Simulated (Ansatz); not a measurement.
# silicon: the defect Se_Si

These are PBE, PAW (plane waves to 420 eV; Ansatz, an electronic-structure program) values and carry that method's errors. The supercell holds 64 host sites (2×2×2 repeats of the unit cell), with a 2×2×2 shifted k-point sampling for the final energies. Site at the start: the Si site. Finite-size correction: monopole term and site-potential alignment. Dielectric constants: PBE linear response of the host. Host gap at this level: 0.61 eV. Finite-size and sampling errors can reach tenths of an eV here. The semilocal functional narrows the gap, so deep levels can fall outside it. Spin–orbit coupling is left out. Each state is the lowest found from its start.

Formation energies E_f are given with the Fermi level at the valence-band maximum. Chemical conditions: host crystal and elements as references (Δμ(Si) = 0.00 eV, Δμ(Se) = 0.00 eV; Se taken from its element, since no compound that bounds it was computed at this level; only phases computed here count, gases as isolated molecules at 0 K). Reference phases: Se: trigonal Se, Si: silicon.

```json
[
 {"charge": "+2†", "moment (μB)": "not spin-polarised", "point group": "–", "largest move off a lattice site (Å)": "0.16", "image correction with alignment (eV)": "0.69", "E_f, host crystal and elements as references (eV)": "–"},
 {"charge": "+1", "moment (μB)": "1.0", "point group": "Td", "largest move off a lattice site (Å)": "0.18", "image correction with alignment (eV)": "0.22", "E_f, host crystal and elements as references (eV)": "0.82"},
 {"charge": "0", "moment (μB)": "not spin-polarised", "point group": "Td", "largest move off a lattice site (Å)": "0.19", "image correction with alignment (eV)": "0.00", "E_f, host crystal and elements as references (eV)": "1.20"},
 {"charge": "−1*", "moment (μB)": "fractional", "point group": "–", "largest move off a lattice site (Å)": "0.19", "image correction with alignment (eV)": "–", "E_f, host crystal and elements as references (eV)": "–"}
]
```

* At this level the carrier isn't localised at the defect: at charge −1 electrons occupy the conduction band. Such a state is shallow or no state of the defect, and this cell gives it no level.

† Not settled in this cell, so no level is given: charge +2: level within 0.1 eV of a band edge or past it.

Point groups are those of the whole cell at tolerances of 0.03 and 0.1 Å ("near" where only the looser one holds); none is given for unsettled states.

Transition levels above the valence-band maximum: ε(+1/0) = 0.38 eV. On the lower envelope of the bound states, inside the gap: (+1/0) at 0.38 eV.

All states together cost very roughly 60 core-minutes.
